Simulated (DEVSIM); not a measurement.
## Si n-p junction from an implanted or diffused profile

System: Si n-p junction from an implanted or diffused profile, at 300 K.

| layer (left to right) | material | thickness (μm) | Na (cm⁻³) | τn (s) | τp (s) |
|---|---|---|---|---|---|
| 1 | Si | 3.20 | 5.5e16 | 1.4e-7 | 1.4e-7 |

Added donor profile: 1.8e18 cm⁻³ × exp(−(x − 0.02 μm)²/(2·(0.023 μm)²)). Left contact: ohmic. Right contact: ohmic. Voltage is applied to the left contact. Recombination: SRH at mid-gap, radiative, Auger. Mobility is μmin + (μ − μmin)/(1 + (N/Nref)^α).

This is a model device: material constants are rounded textbook-type values typed into the input, and sizes, dopings and lifetimes were drawn at random. Values at 300 K.

| parameter | Si |
|---|---|
| gap (eV) | 1.124 |
| affinity (eV) | 4.05 |
| permittivity | 11.7 |
| Nc (cm⁻³) | 2.86e19 |
| Nv (cm⁻³) | 3.1e19 |
| μn (cm²/Vs) | 1417 |
| μp (cm²/Vs) | 470 |
| μn,min | 52 |
| μp,min | 45 |
| Nref,n | 9.7e16 |
| Nref,p | 2.2e17 |
| αn | 0.68 |
| αp | 0.72 |
| B (cm³/s) | 4.7e-15 |
| Cn (cm⁶/s) | 2.8e-31 |
| Cp (cm⁶/s) | 9.9e-32 |

DEVSIM, 1D drift-diffusion, Boltzmann statistics, complete ionisation; no tunnelling, impact ionisation, image-force lowering or self-heating.

* **Potential step across the device at zero bias**: 0.878 V
* **Dark forward voltage at 1 A/cm²**: 0.624 V
* **Dark forward voltage at 100 A/cm²**: 0.746 V

Dark forward current:

```tsv
V (V)	J (A/cm²)
-0.05	-1.2e-8
-0.10	-4.4e-8
-0.20	-4.3e-7
-0.25	-1.5e-6
-0.30	-6.4e-6
-0.40	-0.00020
-0.45	-0.0013
-0.50	-0.0086
-0.55	-0.059
-0.65	-2.8
-0.70	-19
-0.75	-120
-0.85	-1800
-0.90	-4200
```

Small-signal capacitance in reverse bias (quasi-static):

```csv
V (V),C (nF/cm²)
0.04,68.9
0.1,66.6
0.2,63.3
0.3,60.5
0.4,58.0
0.6,53.9
0.8,50.5
1,47.7
1.3,44.3
1.6,41.5
2,38.5
```
